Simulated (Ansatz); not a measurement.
MgTe, response to strain

Take MgTe in the wurtzite structure (space group P6_3mc, No. 186; a = 4.5614 Å, c = 7.4119 Å) as the base. Axes: x lies along a and z along c of the hexagonal cell.

Strains are applied to the cell and any free atomic positions relax; under biaxial strain the out-of-plane vector relaxes too.

Level of theory: Ansatz (an electronic-structure program), PBEsol, PAW, cutoff 420 eV, spin-orbit coupling left out.

Candidates:
(a) biaxial strain −1.20 %, plane normal [001], relaxed out of plane
(b) biaxial strain −0.60 %, plane normal [001], relaxed out of plane
(c) biaxial strain −3.00 %, plane normal [001], relaxed out of plane
(d) biaxial strain −2.40 %, plane normal [001], relaxed out of plane

Notes on the quantities. in-plane stress: mean in-plane stress (compression positive).

**Question.** Order them by in-plane stress, lowest first.

**Answer.** (b) biaxial strain −0.60 %, plane normal [001], relaxed out of plane (+0.3 GPa), (a) biaxial strain −1.20 %, plane normal [001], relaxed out of plane (+0.7 GPa), (d) biaxial strain −2.40 %, plane normal [001], relaxed out of plane (+1.5 GPa), (c) biaxial strain −3.00 %, plane normal [001], relaxed out of plane (+1.9 GPa)

No phonon test of stability was made.
